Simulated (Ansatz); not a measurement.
The starting structures come from a database of crystals and need not be the phases stable at ambient conditions.

 Where the default PAW files enter, the runs use the earlier of Ansatz's two default sets.

Input:

```
AlGaAs2
1.0
    4.01132     0.00000     0.00000
    2.00566     6.64751     0.00000
    2.00566     0.60514     3.42079
Al Ga As
1 1 2
Cartesian
  6.01698   0.60978   3.41997
  4.01132   3.62368   1.71086
  2.00566   4.23337   0.42706
  4.01132   1.20379   2.13894
```

Space group of this cell: R3m. The cell is taken as given.

Computed with r2SCAN (plane waves, PAW; Ansatz, a first-principles code).

The current runs along the normal of the first two printed vectors; no spin-orbit coupling. Scaled by the factor s: both lengths across the current (ions clamped). Meshes 10×10×10 and 8×6 across the current in all rows.

```csv
s,mean pressure (GPa),band gap (eV)
0.98,3.3,?
1.00,0.0,1.35
1.02,-2.7,1.06
```

Take the slope of the band gap against ln s from the two given rows, extrapolate to s = 0.98, and say what the run there gives.

Slope = (1.06 − 1.35) / ln 1.02 = -14.6 eV. The line gives 1.35 + (-14.6) × ln 0.98 = 1.65 eV. The run gives 1.50 eV, 0.15 eV under the line, 49 % of the predicted step.
